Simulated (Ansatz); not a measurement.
A user runs Ansatz (a first-principles code) on Al (Im-3m, 1 atom in the cell) and asks whether the run is sound. The aim is a self-consistent single point with DFT, PBEsol, plane waves, default PAW files made with PBE.

Cell that was meant: a = 2.7838 Å, b = 2.7838 Å, c = 2.7838 Å, α = 109.47°, β = 109.47°, γ = 109.47°.

Part of the input:

Ansatz 0.2 input:
```yaml
  atoms:
    - { symbol: Al, position: [0.00000000, 0.00000000, 0.00000000] }
basis:
  ecutwfc: 125.0 eV
kpoints:
  mp_grid:
    grid: [14, 14, 14]
```

Output (repeated stretches shortened):

```
   [... lines left out ...]
k-points: 104 of 2744
PAW frozen core: Al, regenerated for the run's functional, and the local potential with it
Initial density: superposition of atomic densities (neutral atoms: chi_scale 0, normalization atom), corrected by the library's trained network
Initial wavefunctions: pseudopotential atomic-orbital guess
Eigensolver: davidson
Functional: x = pbesol(κ = 0.804, μ = 0.12345679012345678), c = pbesol(β = 0.046)
SCF iter   1: F=—  HF=-523.604885 eV  |F-HF|=—  |Δ(HF+E_count)|=         —  Δρ=7.55e-3  dr2=3.73e-3  ethr=1.77e-3  ⟨swp⟩=5.0  Hψ=4950  notcnv=0
all-band conjugate gradients solve this SCF's bands
preconditioner: auto → none
SCF iter   2: F=—  HF=-523.605176 eV  |F-HF|=—  |Δ(HF+E_count)|=   2.90e-4  S|Δr|=    0.00e0  Δρ=3.89e-3  dr2=1.04e-3  ethr=1.24e-4  ⟨swp⟩=1.0  Hψ=1456  notcnv=0
SCF iter   3: F=—  HF=-523.605421 eV  |F-HF|=—  |Δ(HF+E_count)|=   2.45e-4  S|Δr|=    0.00e0  Δρ=6.29e-5  dr2=6.46e-7  ethr=3.46e-5  ⟨swp⟩=1.0  Hψ=591  notcnv=0
SCF iter   4: F=—  HF=-523.604905 eV  |F-HF|=—  |Δ(HF+E_count)|=   5.16e-4  S|Δr|=    0.00e0  Δρ=1.46e-5  dr2=1.62e-8  ethr=3.33e-9  ⟨swp⟩=5.6  Hψ=3214  notcnv=0
SCF iter   5: F=-523.604905 eV  HF=-523.604905 eV  |F-HF|=4.30e-11  |Δ(HF+E_count)|=   1.57e-9  S|Δr|=    0.00e0  Δρ=1.07e-6  dr2=1.62e-10  ethr=5.40e-10  ⟨swp⟩=1.9  Hψ=1619  notcnv=0
SCF 1 converged in 5 iterations: F = -523.604905 eV  dr2 = 1.62e-10
Stability not checked (fill_not_monotonic)
Free energy (F): -523.604905 eV
Internal energy: -523.604977 eV  (E = F + TS)
E sigma→0 (E₀):  -523.604929 eV
Entropy (-TS):   0.000072 eV (0.072 meV/atom)
Fermi energy:    8.234799 eV
--- Forces (eV/Å), atoms counted from 1 ---
  atom   1  Al    -0.00000000     0.00000000     0.00000000
--- Stress (GPa, compression-positive) ---
       12.048941      -0.000000       0.000000
       -0.000000      12.048941       0.000000
       -0.000000       0.000000      12.048941
  P = ⅓ Tr σ = 12.0489 GPa (120.489 kbar)
  The stress holds the Pulay correction. Without it, at fixed plane waves, as pw.x and ABINIT print it: P = 1.8231 GPa
```

Problem. Is this run sound? If not, what is wrong?

Solution. The run is not sound. The fault is a basis or grid far too coarse for these potentials. The error of an incomplete plane-wave basis or grid does not cancel at such settings. To fix it, restore the cutoff that the potentials need and check convergence. The run converged in 5 iterations without an error; against the sound input the free energy goes up by 850 meV/atom and the pressure goes from 0.03 to 12.05 GPa. At a fixed set of plane waves, without the program's Pulay estimate, the pressure is 1.82 GPa against -0.02 GPa.

The sound input it was made from differs as follows (other fixes are possible):
```diff
-  ecutwfc: 125.0 eV
+  ecutwfc: 420.0 eV
```

With that input, the run converged in 3 iterations: free energy E − TS (on the zero of these files) -524.4547 eV; Fermi level (on the code's own zero) 7.85 eV; pressure 0.03 GPa (DFT, PBEsol, plane waves, default PAW files made with PBE).

On the sound input: the starting cell was generated: these elements placed on a structure prototype, without a prior relaxation; it need not be a known phase or ordering of this composition. Ansatz's pressure includes its estimate of the finite-basis (Pulay) stress.
